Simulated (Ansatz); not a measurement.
System: ZnIn2O4 (model structure, started from the defect chalcopyrite type, I-4, No. 82, 7 atoms in the cell). Method: LDA (Ansatz, a first-principles code, PAW).

Settings: plane-wave cutoff 520 eV, 10×10×10 k mesh, Fermi–Dirac smearing 0.01 eV, scalar-relativistic PAW data made under PBE.

Cell (relaxed at this level):

```cif
data_In4O8Zn2
_chemical_formula_sum 'In4 Zn2 O8'
_space_group_name_H-M_alt 'I-4'
_space_group_IT_number 82
_space_group_name_Hall 'I -4'
_cell_length_a 4.62755
_cell_length_b 4.62755
_cell_length_c 9.95782
_cell_angle_alpha 90.000
_cell_angle_beta 90.000
_cell_angle_gamma 90.000
loop_
_atom_site_label
_atom_site_type_symbol
_atom_site_symmetry_multiplicity
_atom_site_Wyckoff_symbol
_atom_site_fract_x
_atom_site_fract_y
_atom_site_fract_z
_atom_site_occupancy
In1 In 2 b 0.00000 0.00000 0.50000 1
In2 In 2 d 0.50000 0.00000 0.25000 1
Zn1 Zn 2 a 0.00000 0.00000 0.00000 1
O1 O 8 g 0.27823 0.24185 0.38698 1
```
(The calculation used a cell of 7 atoms; values per cell refer to that cell.)

Q: What does this level give for the band gap and bulk modulus?

A: 
- band gap: 0.80 eV (on the SCF k mesh)
- bulk modulus: 68.6 GPa

Note: the bulk modulus is −V dP/dV from two relaxed cells at ±2 % in volume; the relaxation could raise the start's symmetry but not lower it, so the cell can be a saddle point.

Spin–orbit coupling is not included.

Static lattice: no zero-point or thermal effects.

A model structure was made by putting elements into a prototype or built by hand; it is no filed structure, need not be a known phase, and can be a saddle point held by its symmetry.
